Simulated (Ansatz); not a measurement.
## Pressure series in Te

The reference is Te (space group P3_121, No. 152; made of chains).

```xyz
3
Lattice="4.6241 0.0000 0.0000 -2.3121 4.0046 0.0000 0.0000 0.0000 5.9034" Properties=species:S:1:pos:R:3 pbc="T T T"
Te     1.1715     0.0000     1.9678
Te    -0.5858     1.0146     3.9356
Te     1.7263     2.9900     0.0000
```

Cell and atoms are relaxed at each pressure.

Levels (all Ansatz, an electronic-structure program, PAW): r2SCAN (500 eV, no spin-orbit coupling); HSE06 (420 eV, without spin-orbit coupling).

Band gaps by level, all at the geometries relaxed with r2SCAN:

| case | r2SCAN | HSE06 |
|---|---|---|
| base | 0.55 eV | 0.85 eV |
| pressure −1 GPa | 1.04 eV | 1.42 eV |
| pressure 0.3 GPa | 0.47 eV | 0.76 eV |
| pressure 0.7 GPa | 0.40 eV | 0.68 eV |
| pressure 1.5 GPa | 0.30 eV | 0.57 eV |

Single points use the geometry relaxed with r2SCAN. HSE06 was sampled on its mesh, a few special points and the semilocal edge points, so its gap is an upper bound. With Te present, leaving out spin-orbit coupling can change the band edges. Load acts through the strain it causes; cell and atoms are relaxed under it. Whether these cells are dynamically stable was not tested. No dispersion term is included, though the crystal is made of layers, chains or molecules, so its spacings can come out too wide.
